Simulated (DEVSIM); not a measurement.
Structure: illuminated Si n-on-p cell, one wavelength, with a back-surface field, at 300 K.

```
layer (left to right)  material  thickness (μm)  Nd (cm⁻³)  Na (cm⁻³)  τn (s)  τp (s)  absorption coefficient (cm⁻¹)
---------------------  --------  --------------  ---------  ---------  ------  ------  -----------------------------
1                            Si          0.0830     1.7e18          -  8.3e-6  1.1e-6                            170
2                            Si            60.0          -     3.6e15  1.6e-5  1.6e-5                            170
3                            Si           0.240          -     1.6e18  1.6e-5  1.6e-5                            170
```

Left contact: ohmic, minority hole recombination velocity 70000 cm/s. Right contact: ohmic, minority electron recombination velocity 2e5 cm/s. Voltage is applied to the left contact. Recombination: SRH at mid-gap, radiative, Auger. Light enters at the left, 2.5e17 photons cm⁻² s⁻¹, one pass, no reflection. Mobility is constant in doping. Where it depends on doping, it is μmin + (μ − μmin)/(1 + (N/Nref)^α).

Constants are typed, rounded textbook-type inputs, not results; the design itself was drawn at random and stands for no fabricated device. Values at 300 K. The table also holds parameters that only a changed run uses.

| parameter | Si |
|---|---|
| gap (eV) | 1.124 |
| affinity (eV) | 4.05 |
| permittivity | 11.7 |
| Nc (cm⁻³) | 2.86e19 |
| Nv (cm⁻³) | 3.1e19 |
| μn (cm²/Vs) | 1417 |
| μp (cm²/Vs) | 470 |
| μn,min | 52 |
| μp,min | 45 |
| Nref,n | 9.7e16 |
| Nref,p | 2.2e17 |
| αn | 0.68 |
| αp | 0.72 |
| B (cm³/s) | 4.7e-15 |
| Cn (cm⁶/s) | 2.8e-31 |
| Cp (cm⁶/s) | 9.9e-32 |

Model (solved in DEVSIM): 1D drift-diffusion, Boltzmann statistics, complete ionisation; no tunnelling, impact ionisation, image-force lowering or self-heating.

Base results: share of generated pairs collected at short circuit 0.960; open-circuit voltage (V) 0.581; dark forward voltage at 100 A/cm² (V) 0.839; largest power (mW/cm²) 11.8.

### Question
What follows from this one change: photon flux 2.5e+17 → 7.5e+15 cm^-2 s^-1?

### Answer
share of generated pairs collected at short circuit little changed (0.959); open-circuit voltage 0.581 → 0.489 V; dark forward voltage at 100 A/cm² little changed (0.839 V); largest power 11.8 → 0.289 mW/cm².

### Question
What follows from this one change: doping Na of layer 2 3.6e+15 → 1.1e+14 cm^-3?

### Answer
share of generated pairs collected at short circuit 0.960 → 0.987; open-circuit voltage 0.581 → 0.564 V; dark forward voltage at 100 A/cm² little changed (0.839 V); largest power 11.8 → 10.7 mW/cm².

### Question
What follows from this one change: doping-dependent mobility in place of the constant one?

### Answer
share of generated pairs collected at short circuit 0.960 → 0.965; open-circuit voltage 0.581 → 0.586 V; dark forward voltage at 100 A/cm² 0.839 → 0.845 V; largest power 11.8 → 11.9 mW/cm².
